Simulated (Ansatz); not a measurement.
The reference is GaAs in the zinc blende structure (space group F-43m, No. 216; a = 5.659 Å).

All numbers come from DFT with PBEsol, PAW potentials and a 420 eV plane-wave cutoff in Ansatz (an electronic-structure program), no SOC.

For the base:

- Hole mass: 0.025, 0.34, 0.34 mₑ (at Γ)
- Shortest interatomic distance: 2.450 Å
- Width of the top valence band: 3.36 eV

The change: full substitution Ga → Al; the structure is relaxed again.

Tabulated Pauling electronegativity and covalent radius: Ga 1.81, 1.22 Å; Al 1.61, 1.21 Å.

**Question.** Predict the new hole mass, shortest interatomic distance and width of the top valence band.

**Answer.** The hole mass (degenerate bands, along [100]) changes from 0.025, 0.34, 0.34 mₑ (at Γ) to 0.11, 0.48, 0.48 mₑ (at Γ); the shortest interatomic distance goes up by 0.007 Å (2.450 Å → 2.457 Å); the width of the top valence band falls by 0.54 eV (3.36 eV → 2.82 eV).

The levels and masses belong to the bands next to the band gap. Masses are band curvatures over ±0.01 Å⁻¹ around the edge. Whether these cells are dynamically stable was not tested.
